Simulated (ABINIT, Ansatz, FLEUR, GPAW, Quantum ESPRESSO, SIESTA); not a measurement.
**Code comparison for MgSc3Ru2 (P4/mmm, 6 atoms in the cell)**

Self-consistent single point.

```yaml
crystal:
  lattice:
    - [3.26799, 0.00000, 0.00000]
    - [0.00000, 3.26799, 0.00000]
    - [0.00000, 0.00000, 10.92427]
  atoms:
    - { symbol: Mg, position: [0.50000, 0.50000, 0.50000] }
    - { symbol: Sc, position: [0.00000, 0.00000, 0.00000] }
    - { symbol: Sc, position: [0.00000, 0.00000, 0.71455] }
    - { symbol: Sc, position: [0.00000, 0.00000, 0.28545] }
    - { symbol: Ru, position: [0.50000, 0.50000, 0.84736] }
    - { symbol: Ru, position: [0.50000, 0.50000, 0.15264] }
```

All programs got the same cell, k-point mesh and kind of occupations (in Ansatz's words: kpoints.mp_grid.grid = 7 7 3; scf.occupations.method = fermi_dirac; scf.occupations.width = 0.1 eV); potentials, basis and cutoffs are each program's usual ones.

| code | model | pressure (GPa) | largest force (eV/Å) | k-points | cutoff |
|---|---|---|---|---|---|
| SIESTA | GGA PBEsol, numerical atomic orbitals TZP, PseudoDojo PBEsol standard norm-conserving potentials (rewritten from UPF to PSML) | -5.79 | 0.470 | 74 | grid 350 Ry |
| Quantum ESPRESSO | PBEsol, PseudoDojo standard norm-conserving (PBESOL) pseudopotentials | -5.44 | 0.407 | 20 | 85 Ry |
| GPAW | PBEsol, GPAW PAW datasets PBEsol (made by gpaw-setup) | -5.28 | 0.379 | 20 | 850 eV |
| FLEUR | PBEsol, all-electron FLAPW (FLEUR), scalar-relativistic valence | – | 0.376 | 20 | Kmax 4.2 1/bohr |
| Ansatz | PBEsol, PAW files made with PBE | -5.51 | 0.408 | 20 | default |
| ABINIT | PBEsol, norm-conserving pseudopotentials (PseudoDojo nc-sr-04 PBEsol standard) | -5.45 | 0.407 | 20 | 42 Ha |

Size of the force on each atom (eV/Å): Sizes of forces hide their directions.

| code | Mg1 | Sc2 | Sc3 | Sc4 | Ru5 | Ru6 |
|---|---|---|---|---|---|---|
| SIESTA | 0.000 | 0.000 | 0.470 | 0.470 | 0.028 | 0.028 |
| Quantum ESPRESSO | 0.000 | 0.000 | 0.407 | 0.407 | 0.033 | 0.033 |
| GPAW | 0.000 | 0.000 | 0.379 | 0.379 | 0.022 | 0.022 |
| FLEUR | 0.000 | 0.000 | 0.376 | 0.376 | 0.011 | 0.011 |
| Ansatz | 0.000 | 0.000 | 0.408 | 0.408 | 0.032 | 0.032 |
| ABINIT | 0.000 | 0.000 | 0.407 | 0.407 | 0.033 | 0.033 |

A dash marks a value that a program does not give, or that is left out as unsure.

The spread over the programs that give each value: pressure within 0.51 GPa; largest force within 0.094 eV/Å.

The starting cell comes from a database of computed structures (which also holds hypothetical and non-ambient phases and stackings), without a prior relaxation at this level. Its lattice was rescaled by a random factor within 2.5 % of one. On Ansatz's run: Spin polarisation is off. In the base run, with a pressure of about -5 GPa the cell is away from its equilibrium volume at this level.

**Question.** Why do the programs differ, and what cannot be compared?

**Answer.** Differences of this kind can come from the potentials, where these differ, and from what each basis and cutoff leave unconverged. The valence holds different numbers of electrons (SIESTA 75, Quantum ESPRESSO 75, GPAW 75, FLEUR 71, Ansatz (an electronic-structure program) 75, ABINIT 75). The zero of total energies and Fermi levels follows the potentials and each program's conventions, so they are not compared here. SIESTA uses small atom-centred bases, whose incompleteness enters pressures, forces and empty levels differently from a plane-wave cutoff. FLEUR treats all electrons, but the usual bases taken here (sphere radii, linearisation, local orbitals, empty states) were not tested for convergence, so the values are no reference for the others. Ansatz's pressure is given at a fixed set of plane waves, as the other plane-wave codes print theirs; with its correction for the finite basis it is -5.47 GPa. The programs reduce the same mesh by symmetry to different extents, which changes the work and not the result.

Keys are those of Ansatz 0.2.
